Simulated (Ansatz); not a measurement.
CaMoO4 (I4₁/a, No. 88), treated with LDA in Ansatz (PAW).

Numerical settings: plane-wave cutoff 520 eV, 10×10×10 k mesh, Fermi–Dirac smearing 0.01 eV, no spin polarisation, scalar-relativistic PAW data made under PBE.

Cell (relaxed at this level):

Space group I4₁/a, origin choice 1 (No. 88); a = 5.135 Å, b = 5.135 Å, c = 11.064 Å, α = 90.00°, β = 90.00°, γ = 90.00°

| atom | site | symmetry | x | y | z |
|---|---|---|---|---|---|
| Mo | 4b | -4.. | 0.0000 | 0.0000 | 0.5000 |
| Ca | 4a | -4.. | 0.0000 | 0.0000 | 0.0000 |
| O | 16f | 1 | 0.2576 | 0.1578 | 0.1628 |
(The calculation used a cell of 12 atoms; values per cell refer to that cell.)

Predict the band gap.


* **band gap**: 3.35 eV

Note: the volume lies 6 % below that of the published cell.

Spin–orbit coupling is not included.

The computed numbers hold no vibrational or temperature effects.

Ansatz is an electronic-structure program.
